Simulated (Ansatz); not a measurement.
The parent structure is PtSe₂ in the CdI2 type structure (space group P-3m1, No. 164; a = 3.772 Å, c = 4.821 Å; layered; relaxed with 0.1 eV smearing). Axes: x lies along a and z along c of the hexagonal cell.

Method: PBE-D3(BJ), PAW, 420 eV (Ansatz, an electronic-structure program; no spin-orbit coupling).

Now apply this change: an isotropic linear strain of −1.03 %, atoms relaxed at fixed cell.

### Question
Predict the stress tensor and what it implies for the stiffness.

### Answer
Stress of the strained cell less that of the base (GPa, compression positive):
```
    3.2     0.0     0.0
    0.0     3.2     0.0
    0.0     0.0     1.7
```

Then B = −ΔP/(ΔV/V₀) with ΔV/V₀ = -0.0306 gives secant stiffness values (nonlinear terms included at this strain): B (at held cell shape, above the free-shape value) ≈ 90 GPa.

As a check, the harmonic strain energy −½ V₀ Δσ:ε is 5.2 meV/atom; the computed energy rise is 5.0 meV/atom.

Stability against distortions was not tested. All final runs are without spin polarisation.
